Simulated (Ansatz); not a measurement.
Surface energy of faces of fcc Au in PBE and in r2SCAN, in Ansatz (plane waves, PAW). Symmetric slabs relaxed with PBE from ideal cuts in 1x1 cells (the lowest computed cut and spin start of each face; real faces may reconstruct in larger cells); r2SCAN values are single points on them, with the bulk at the same level. No spin-orbit coupling, no U.

| face | PBE (J/m²) | r2SCAN (J/m²) |
|---|---|---|
| (100) | 0.88 | 1.07 |
| (110) | 0.91 | 1.10 |
| (111) | 0.69 | 0.89 |
| (210) | 0.92 | ? |
| (211) | 0.82 | 1.01 |
| (221) | 0.79 | 0.97 |
| (310) | 0.92 | 1.11 |
| (311) | 0.88 | 1.07 |
| (320) | 0.93 | 1.12 |

Task: Fit a straight line y = a·x + b by least squares to the 8 complete rows (x: PBE (J/m²); y: r2SCAN (J/m²)).

Result: the means are x̄ = 0.8525 and ȳ = 1.0425; Σ(x − x̄)² = 0.046750 and Σ(x − x̄)(y − ȳ) = 0.045750, so a = 0.979 and b = ȳ − a·x̄ = 0.208. The largest residual is 0.011.

Task: What does the line predict for the withheld row, (210), and what did the calculation give?

Result: the line gives 1.11; the calculation gave 1.11, a miss of 0.00, of the size of the fitted rows' scatter and rounding.

Ansatz is a quantum-chemistry and plane-wave program.
